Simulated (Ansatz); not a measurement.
For hexagonal WC, PBE-D4 (Ansatz, a quantum-chemistry and plane-wave program, PAW) gives:

* **equilibrium lattice constant a**: 2.903 Å
* **c axis length**: 2.833 Å

Question: What does r²SCAN+rVV10 (PAW; Ansatz) give for the same quantities?

Answer: 
- lattice constant a: 2.907 Å (grows by 0.1 %)
- lattice parameter c: 2.833 Å (hardly moves)

For comparison: lattice constant a 2.906 Å (measured, 300 K, no zero-point or thermal correction; as tabulated in Wikipedia's data pages); lattice parameter c 2.837 Å (measured, 300 K, not corrected to a static lattice; as tabulated in Wikipedia's data pages).

Changes are worked out from the printed values.

Unless a cell is named, each level is at its own relaxed cell (PBE-D4 10.34, r²SCAN+rVV10 10.36 Å³/atom).

Levels without +SOC leave out spin–orbit coupling, which shifts energies and cells of such heavy elements.

Ansatz's density-functional and Hartree–Fock values are scalar-relativistic unless marked +SOC, with PAW data made under PBE.
